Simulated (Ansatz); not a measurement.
Zr2AlN (P6_3/mmc), PBEsol, DFPT electron-phonon coupling, linearised Boltzmann equation (Ansatz, a first-principles code). Phonon-limited resistivity 26.5 μΩ·cm at 300 K along z (a = (3.22, 0.00, 0.00) Å; b = (-1.61, 2.79, 0.00) Å; c = (0.00, 0.00, 14.32) Å), Drude plasma energy 3.69 eV.

Task: What Drude relaxation time do resistivity and plasma energy imply?

Result: ω_p = 5.61e15 s⁻¹, so τ = 1/(ε₀ ω_p² ρ) = 13.6 fs, a damping ħ/τ of 48.5 meV.

Task: What is the classical skin depth at 10 GHz (nonmagnetic, μ₀ = 1.257×10⁻⁶ H/m)?

Result: δ = √(ρ/(π f μ₀)) = 2590 nm.

A metal at this level (no band gap). Only scattering by harmonic phonons is included (no impurities, grain boundaries, electron-electron scattering or thermal expansion). Spin-orbit coupling is left out. Halving the electron mesh (32x32x8) moves the resistivity by up to 2 % at 300 K. Smearing 0.20 eV; phonons on a 5x5x1 q mesh, which this run doesn't test.

Computed structure with no diffraction record at hand here (it may be known, metastable or hypothetical): Zr2AlN (P6_3/mmc).
